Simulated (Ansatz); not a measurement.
# MgO: pressure 0.3 GPa

The reference is MgO in the rock salt structure (space group Fm-3m, No. 225; a = 4.214 Å).

The change: a hydrostatic pressure of 0.3 GPa.

Calculations: PBEsol in Ansatz (plane waves to 420 eV, PAW, without spin-orbit coupling). Γ-centred 13×13×13 mesh, Fermi–Dirac width 0.05 eV.

- Shortest interatomic distance: 2.106 Å (base 2.107 Å)
- Enthalpy H = E + PV relative to the base's energy: +0.02 eV/atom
- Band gap: 4.64 eV (base 4.62 eV)
- Gap character: direct at Γ (base direct at Γ)
- Width of the top valence band: 1.79 eV (base 1.79 eV)
- Electron mass: 0.34 mₑ (at Γ) (base 0.34 mₑ (at Γ))
- Hole mass (degenerate bands, along [100]): 0.38, 2.1, 2.1 mₑ (at Γ) (base 0.38, 2.1, 2.1 mₑ (at Γ))

Final structure:

```yaml
crystal:
  lattice:
    - [0.00000, 2.10580, 2.10580]
    - [2.10580, 0.00000, 2.10580]
    - [2.10580, 2.10580, 0.00000]
  atoms:
    - { symbol: Mg, position: [0.00000, 0.00000, 0.00000] }
    - { symbol: O, position: [0.50000, 0.50000, 0.50000] }
```

Load acts through the strain it causes; cell and atoms are relaxed under it. Effective masses come from finite differences of ±0.01 Å⁻¹. Stability against distortions was not tested. The base started in Pnma and relaxed to Fm-3m at this level.

Ansatz is a program for electronic structure.
